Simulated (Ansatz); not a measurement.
## RbOH (space group P2_1/m, No. 11; a cell from a computed database, its experimental status unchecked)

```cif
data_H2O2Rb2
_chemical_formula_sum 'Rb2 H2 O2'
_space_group_name_H-M_alt 'P21/m'
_space_group_IT_number 11
_space_group_name_Hall '-P 2yb'
_cell_length_a 4.14705
_cell_length_b 4.11872
_cell_length_c 5.95853
_cell_angle_alpha 90.000
_cell_angle_beta 104.445
_cell_angle_gamma 90.000
loop_
_atom_site_label
_atom_site_type_symbol
_atom_site_symmetry_multiplicity
_atom_site_Wyckoff_symbol
_atom_site_fract_x
_atom_site_fract_y
_atom_site_fract_z
_atom_site_occupancy
Rb1 Rb 2 e 0.17430 0.25000 0.28989 1
H1 H 2 e 0.52511 0.75000 0.07800 1
O1 O 2 e 0.32558 0.25000 0.76726 1
```

The values are results of PBEsol (Ansatz, a quantum-chemistry and plane-wave program; PAW; 420 eV plane waves; spin-orbit coupling left out), not measurements. Γ-centred 8×8×6 mesh, Fermi–Dirac width 0.05 eV.

- Volume per atom: 16.43 Å³
- Density: 3.45 g/cm³
- Band gap: 3.20 eV, indirect, B → Γ
- Lowest conduction-band minima above the VBM: Γ 3.20 eV
- Total energy: -1264.953 eV/atom (σ→0; compares only within this code and set-up)

Whether these cells are dynamically stable was not tested.
